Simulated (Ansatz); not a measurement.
Phonon-limited resistivity of LaTe (Fm-3m) against temperature in μΩ·cm, PBEsol, DFPT electron-phonon coupling, linearised Boltzmann equation run with Ansatz (a program for electronic structure), harmonic crystal at a fixed cell.

| T | ρ |
|---|---|
| 50 K | 2.4 |
| 77 K | 5.1 |
| 100 K | ? |
| 150 K | ? |
| 200 K | 15.7 |
| 250 K | 19.7 |
| 273 K | 21 |
| 300 K | 24 |
| 350 K | 27 |
| 400 K | 31 |
| 500 K | 39 |

What belongs in the gaps?


- 100 K, ρ: 7.2
- 150 K, ρ: 11.6

A metal at this level (no band gap). Only scattering by harmonic phonons is included (no impurities, grain boundaries, electron-electron scattering or thermal expansion). Spin-orbit coupling is left out. The run warned that the eigensolver left some states short of its tolerance. Halving the electron mesh (24x24x24) moves the resistivity by up to 12 %. Smearing 0.20 eV; phonons on a 4x4x4 q mesh, which this run doesn't test and which matters most at low temperature.

Formula and space group known from diffraction (Crystallography Open Database), not checked to be the room-temperature form: LaTe (Fm-3m).
